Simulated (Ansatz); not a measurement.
Given:

```yaml
crystal:
  lattice:
    - [0.00000, 1.75504, 1.75504]
    - [1.75504, 0.00000, 1.75504]
    - [1.75504, 1.75504, 0.00000]
  atoms:
    - { symbol: B, position: [0.00000, 0.00000, 0.00000] }
    - { symbol: N, position: [0.25000, 0.25000, 0.25000] }
```

All values below come from r2SCAN, rigid bands (plane waves, PAW, scalar-relativistic; Ansatz, a first-principles code). Condition of this run: hydrostatic pressure of 36 GPa (compression positive) (the target of the relaxation). How the cell was made: cell and atoms relaxed with PBEsol, then loaded as said.

Question: Predict the hole conductivity mass (n e² τ/σ) at 300 K, by direction if it differs.

Answer: 0.67 mₑ.

Question: Predict the electron conductivity mass (n e² τ/σ) at 300 K, by direction if it differs.

Answer: 0.37 mₑ.

Question: And the band gap?

Answer: 5.11 eV at this level; semilocal functionals usually fall short of the measured gap.

Rigid bands, one relaxation time for all states, no polarons. Spin-orbit coupling is left out. Geometry: cell and atoms relaxed with PBEsol.
